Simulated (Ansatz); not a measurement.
The parent structure is MgS in the rock salt structure (space group Fm-3m, No. 225; a = 5.230 Å).

All numbers come from DFT with PBE, PAW potentials and a 420 eV plane-wave cutoff in Ansatz (an electronic-structure program), spin-orbit coupling left out.

Before the change:

```
Item                                     Value
-----------------------------  ---------------
Smallest direct gap                    3.60 eV
Gap character                  indirect, Γ → X
Band gap                               2.76 eV
Shortest interatomic distance          2.615 Å
```

Perturbation: cell and atoms relaxed at a pressure of 3 GPa.

Question: What does the calculation give for the smallest direct gap, gap character, band gap and shortest interatomic distance after the change?

Answer: The smallest direct gap goes up by 0.30 eV, from 3.60 eV to 3.90 eV; the gap character remains indirect, Γ → X; the band gap grows by 0.08 eV, from 2.76 eV to 2.84 eV; the shortest interatomic distance falls by 0.033 Å to 2.582 Å.

Load acts through the strain it causes; cell and atoms are relaxed under it. No phonon test of stability was made.
